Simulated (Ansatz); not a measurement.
B20 (FeSi-type) CoSi

Level of theory: PBE-D4 (Ansatz, a first-principles code, plane waves, PAW).

Run with plane-wave cutoff 500 eV, 10×10×10 k mesh, Fermi–Dirac smearing 0.05 eV, no spin polarisation, scalar-relativistic PAW data made under PBE.

Cell (relaxed at this level):

```yaml
crystal:
  lattice:
    - [4.38560, 0.00000, 0.00000]
    - [0.00000, 4.38560, 0.00000]
    - [0.00000, 0.00000, 4.38560]
  atoms:
    - { symbol: Co, position: [0.85398, 0.64602, 0.35398] }
    - { symbol: Co, position: [0.64602, 0.35398, 0.85398] }
    - { symbol: Co, position: [0.35398, 0.85398, 0.64602] }
    - { symbol: Co, position: [0.14602, 0.14602, 0.14602] }
    - { symbol: Si, position: [0.15640, 0.34360, 0.65640] }
    - { symbol: Si, position: [0.34360, 0.65640, 0.15640] }
    - { symbol: Si, position: [0.65640, 0.15640, 0.34360] }
    - { symbol: Si, position: [0.84360, 0.84360, 0.84360] }
```

```json
{
  "equilibrium_volume_per_atom": "10.54 Å³/atom",
  "lattice_parameter_a": "4.386 Å"
}
```

Measured, for comparison: equilibrium volume per atom 10.97 Å³/atom, lattice constant a 4.444 Å (temperature not stated, no zero-point or thermal correction; as tabulated in Wikipedia's data pages). Computed (rounded) less measured: equilibrium volume per atom -3.9 %, lattice constant a -1.3 %. A static lattice is as a rule a little smaller and stiffer than an uncorrected measurement, which narrows the difference in the lattice constant a and would widen misses of the other sign.

Computed values are for the static lattice.
